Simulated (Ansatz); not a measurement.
## Pressure series in MoS2

Consider MoS₂ in the 2H-MoS2 type structure (space group P6_3/mmc, No. 194; a = 3.149 Å, c = 12.092 Å; layered, stacked along the Cartesian z axis).

Cell and atoms are relaxed at each pressure.

The values are results of plane-wave PAW DFT at the PBE-D3(BJ) level (Ansatz, an electronic-structure program, 420 eV), no SOC, earlier PAW set, not measurements.

Base values:

The band gap comes out as 0.78 eV.

### Question
The aim is a band gap between 0.99 eV and 1.08 eV. Which of these changes reaches it?
(A) pressure −1 GPa
(B) pressure −2 GPa
(C) pressure 9 GPa
(D) pressure 4.2 GPa
(E) pressure 18 GPa

### Answer
B, pressure −2 GPa. It gives 1.04 eV; pressure 4.2 GPa gives 0.51 eV; pressure 9 GPa gives 0.30 eV; pressure −1 GPa gives 0.87 eV; pressure 18 GPa gives zero. Changes not listed may reach it too

Load acts through the strain it causes; cell and atoms are relaxed under it. Stability against distortions was not tested. No other phases were tried under pressure. All final runs are without spin polarisation. The zero or small gap of MoS2 under pressure 18 GPa can change with the level of theory.
